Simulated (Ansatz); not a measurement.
The starting structures come from a database of crystals and need not be the phases stable at ambient conditions.

Given:

```yaml
crystal:
  lattice:
    - [4.11412, 0.00000, 0.00000]
    - [0.00000, 4.52716, 0.00000]
    - [0.00000, 0.00000, 5.08125]
  atoms:
    - { symbol: Si, position: [0.50000, 0.75000, 0.34769] }
    - { symbol: Si, position: [0.50000, 0.25000, 0.65231] }
    - { symbol: Si, position: [0.00000, 0.25000, 0.15231] }
    - { symbol: Si, position: [0.00000, 0.75000, 0.84769] }
    - { symbol: O, position: [0.73090, 0.57997, 0.61758] }
    - { symbol: O, position: [0.26910, 0.42003, 0.38242] }
    - { symbol: O, position: [0.76910, 0.07997, 0.88242] }
    - { symbol: O, position: [0.23090, 0.92003, 0.11758] }
    - { symbol: O, position: [0.23090, 0.42003, 0.88242] }
    - { symbol: O, position: [0.76910, 0.57997, 0.11758] }
    - { symbol: O, position: [0.26910, 0.92003, 0.61758] }
    - { symbol: O, position: [0.73090, 0.07997, 0.38242] }
```

Space group of this cell: Pbcn. The cell is taken as given; by r2SCAN its mean pressure is -9.7 GPa.

The numbers are results of r2SCAN (plane waves, PAW; Ansatz, an electronic-structure program), not measurements.

The current runs along the normal of the first two printed vectors; no spin-orbit coupling. Scaled by the factor s: both lengths across the current (ions clamped). Meshes 8×8×6 and 8×8 across the current in all rows.

```tsv
s	mean pressure (GPa)	band gap (eV)
0.98	4.0	?
1.00	-9.7	6.20
1.02	-20.8	5.53
```

Take the slope of the band gap against ln s from the two given rows, extrapolate to s = 0.98, and say what the run there gives.

Slope = (5.53 − 6.20) / ln 1.02 = -33.8 eV. The line gives 6.20 + (-33.8) × ln 0.98 = 6.88 eV. The run gives 6.88 eV, as the line does.
